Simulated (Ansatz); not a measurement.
Start from SnSe2 in the CdI2 type structure (space group P-3m1, No. 164; layered, stacked along the Cartesian z axis).

```xyz
3
Lattice="3.8258 0.0000 0.0000 -1.9129 3.3133 0.0000 0.0000 0.0000 6.2309" Properties=species:S:1:pos:R:3 pbc="T T T"
Sn     0.0000     0.0000     0.0000
Se     0.0000     2.2088     1.5760
Se     1.9129     1.1044     4.6549
```

Cartesian axes are those of the cell as printed.

Computed with r2SCAN+rVV10/PAW in Ansatz (a program for electronic structure), spin-orbit coupling left out.

Base values:

* **Width of the top valence band**: 1.56 eV

Perturbation: the cell is compressed by 2.70 % along z with no lateral relaxation; the atoms relax in the strained cell.

**Question.** Estimate the effect on the stress.

**Answer.** The stress (xx, yy, zz, yz, xz, xy; compression positive) amounts to (0.43, 0.43, 0.91, 0.00, 0.00, 0.00) GPa.

**Question.** Estimate the effect on the width of the top valence band.

**Answer.** The width of the top valence band increases by 0.29 eV, from 1.56 eV to 1.85 eV.

The levels and masses belong to the bands next to the band gap. Whether these cells are dynamically stable was not tested.
